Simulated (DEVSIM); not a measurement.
System: Si p+/n-/n+ power diode, at 300 K.

```
layer (left to right)  material  thickness (μm)  Nd (cm⁻³)  Na (cm⁻³)   τn (s)   τp (s)
---------------------  --------  --------------  ---------  ---------  -------  -------
1                            Si            1.70          -     9.2e18   3.6e-6  0.00012
2                            Si            3.70     7.8e14          -  0.00012  0.00012
3                            Si            1.10     1.9e18          -  0.00012  0.00012
```

Left contact: ohmic. Right contact: ohmic. Voltage is applied to the left contact. Recombination: SRH at mid-gap, radiative, Auger. Mobility is constant in doping.

The device is made up for the run: typed textbook-type constants, with dimensions and the other settings drawn at random. Values at 300 K.

| parameter | Si |
|---|---|
| gap (eV) | 1.124 |
| affinity (eV) | 4.05 |
| permittivity | 11.7 |
| Nc (cm⁻³) | 2.86e19 |
| Nv (cm⁻³) | 3.1e19 |
| μn (cm²/Vs) | 1417 |
| μp (cm²/Vs) | 470 |
| B (cm³/s) | 4.7e-15 |
| Cn (cm⁶/s) | 2.8e-31 |
| Cp (cm⁶/s) | 9.9e-32 |

Model (solved in DEVSIM): 1D drift-diffusion, Boltzmann statistics, complete ionisation; no tunnelling, impact ionisation, image-force lowering or self-heating.

### Question
Give the dark forward current.

### Answer

(V (V), J (A/cm²)): (0.05, 1.5e-10); (0.10, 5.9e-10); (0.15, 2.1e-9); (0.20, 8.1e-9); (0.25, 3.8e-8); (0.30, 2.1e-7); (0.35, 1.3e-6); (0.40, 8.6e-6); (0.45, 5.8e-5); (0.50, 0.00040); (0.55, 0.0027); (0.60, 0.018); (0.65, 0.13); (0.70, 0.87); (0.75, 5.9); (0.80, 39); (0.85, 240); (0.90, 1400); (0.95, 6600)
